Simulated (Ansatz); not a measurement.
Band structure of AgBiO3 (Pm-3m, 5 atoms in the cell).

```yaml
crystal:
  lattice:
    - [4.21045, 0.00000, 0.00000]
    - [0.00000, 4.21045, 0.00000]
    - [0.00000, 0.00000, 4.21045]
  atoms:
    - { symbol: Ag, position: [0.00000, 0.00000, 0.00000] }
    - { symbol: Bi, position: [0.50000, 0.50000, 0.50000] }
    - { symbol: O, position: [0.00000, 0.50000, 0.50000] }
    - { symbol: O, position: [0.50000, 0.50000, 0.00000] }
    - { symbol: O, position: [0.50000, 0.00000, 0.50000] }
```

Level of theory: PBEsol with spin-orbit coupling, default PAW files made with PBE (plane waves; Ansatz, a program for electronic structure).

Settings: basis.ecutwfc = 30.9 Ry; kpoints.mp_grid.grid = 6 6 6; hamiltonian.xc = pbesol; hamiltonian.pseudopotentials = {kind: paw} (the program's default PAW files); magnetization.noncollinear = true; magnetization.spin_orbit = true; scf.occupations.method = methfessel_paxton; scf.occupations.width = 0.0073 Ry; kpoints.band_path.npoints = 10.

The starting cell was generated: these elements placed on a structure prototype, without a prior relaxation; it need not be a known phase or ordering of this composition. The run gives no clean gap (levels at the Fermi energy touch, overlap or are partly filled at this smearing), which alone does not show that the compound is a metal.

Levels in eV from the Fermi level, bands 49 to 56:
```json
[
 {"point": "Γ", "49": "-0.95", "50": "-0.95", "51": "-0.95", "52": "-0.95", "53": "-0.93", "54": "-0.93", "55": "1.78", "56": "1.78"},
 {"point": "X", "49": "-0.22", "50": "-0.22", "51": "-0.09", "52": "-0.09", "53": "1.95", "54": "1.95", "55": "4.32", "56": "4.32"},
 {"point": "M", "49": "-0.08", "50": "-0.08", "51": "0.14", "52": "0.14", "53": "3.85", "54": "3.85", "55": "4.73", "56": "4.73"},
 {"point": "R", "49": "-0.05", "50": "-0.05", "51": "-0.05", "52": "-0.05", "53": "3.26", "54": "3.26", "55": "3.85", "56": "3.85"}
]
```

Bands cross the Fermi level along this path, so the cell is metallic at this level.

The net moment of the cell came out as 0.00 μB.

Keys are those of Ansatz 0.2.
